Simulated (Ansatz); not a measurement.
# Pressure series in hypothetical Pm-3n Ge

Take Ge (space group Pm-3n, No. 223; a = 5.4170 Å; a hypothetical phase, not in the database extracts checked) as the base.

Cell and atoms are relaxed at each pressure.

Computed with Kohn–Sham DFT with the PBE functional, run in Ansatz (a quantum-chemistry and plane-wave program) with PAW and 420 eV plane waves, no spin-orbit coupling.

Notes on the quantities. enthalpy: H = E + PV relative to the base's energy.

```csv
case,enthalpy,volume per atom
base,–,19.87 Å³
pressure −2 GPa,-0.25 eV/atom,20.58 Å³
pressure −1 GPa,-0.13 eV/atom,20.21 Å³
pressure 0.3 GPa,+0.04 eV/atom,19.77 Å³
pressure 0.7 GPa,+0.09 eV/atom,19.65 Å³
pressure 1.5 GPa,+0.18 eV/atom,___
pressure 3 GPa,+0.36 eV/atom,19.01 Å³
pressure 5 GPa,+0.60 eV/atom,18.53 Å³
pressure 7.5 GPa,+0.88 eV/atom,___
pressure 10 GPa,+1.16 eV/atom,17.55 Å³
```

Problem. Complete the table.

Solution. 
- pressure 1.5 GPa, volume per atom: 19.42 Å³
- pressure 7.5 GPa, volume per atom: 18.01 Å³

Load acts through the strain it causes; cell and atoms are relaxed under it. Stability against distortions was not tested. Competing high-pressure phases were not computed.
